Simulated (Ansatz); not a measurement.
Model glasses of amorphous Si3N4, 71 to 78 atoms (Si30N40 before any change). Each row is one cell at a composition chosen by hand, melted whole on the CHGNet potential with the anions pushed apart under 1.9 Å, quenched within some picoseconds, far faster than a real film, and relaxed with PBE, scalar-relativistic without spin-orbit coupling (plane waves to 420 eV, PAW; Ansatz, a program for electronic structure). Each is the lower in DFT energy of 2 quenches. Cycles of charging and discharging were tried on some cells ahead of these points, and a cell that came back lower was taken. The column on the box says what of it was relaxed with the atoms; held means as the quench left it. Cells that kept moments or hold spare charge are left out.

At the relaxed places, the spacing of the highest filled and the lowest empty level was computed at the zone centre with PBE and with r2SCAN, without spin polarisation, or with spin where the moments then died out. A level counts as spread where PBE shares it among more than a fifth of the atoms; else the element of the atom with the largest weight is named. Formal charges balance in every cell (each cation at its usual highest valence, Cu and Ag at +1, Sb at +3, H at +1, O at −2, N at −3, F and Cl at −1). r2SCAN ran with plane waves to 500 eV. Where a level is localised, the spacing isn't the band gap.

| cell | change | box | highest filled on | lowest empty on | spacing, PBE (eV) | spacing, r2SCAN (eV) |
|---|---|---|---|---|---|---|
| Si30N44Ge3 | +3 Ge, +4 N | held | N | Ge | 0.77 | 0.98 |
| Si30N44Ti3 | +4 N, +3 Ti | held | N | Ti | 1.21 | 1.52 |
| Si30N45Ta3 | +5 N, +3 Ta | shape | N | Ta | 1.88 | withheld |
| Si30N42Mg3 | +3 Mg, +2 N | held | N | spread | 2.09 | 2.53 |
| Si27N40B4 | +4 B, −3 Si | shape | N | spread | 2.31 | 2.72 |
| Si30N41Al | +1 Al, +1 N | shape | N | spread | 2.55 | 3.02 |
| Si30N42Ca3 | +3 Ca, +2 N | volume and shape | N | spread | 2.75 | 3.19 |

Problem. Fit a straight line of the last column on the one before it through the 6 full rows, and predict the withheld value for Si30N45Ta3.

Solution. Means: x = 1.947, y = 2.327. Slope = Σ(Δx Δy) / Σ(Δx²) = 3.4627 / 3.0891 = 1.121; intercept = 2.327 − (1.121) × 1.947 = 0.144 eV; r.m.s. residual 0.028 eV. Prediction: 0.144 + (1.121) × 1.88 = 2.25 eV. The run gave 2.17 eV, a miss of 0.08 eV, more than twice the residual.
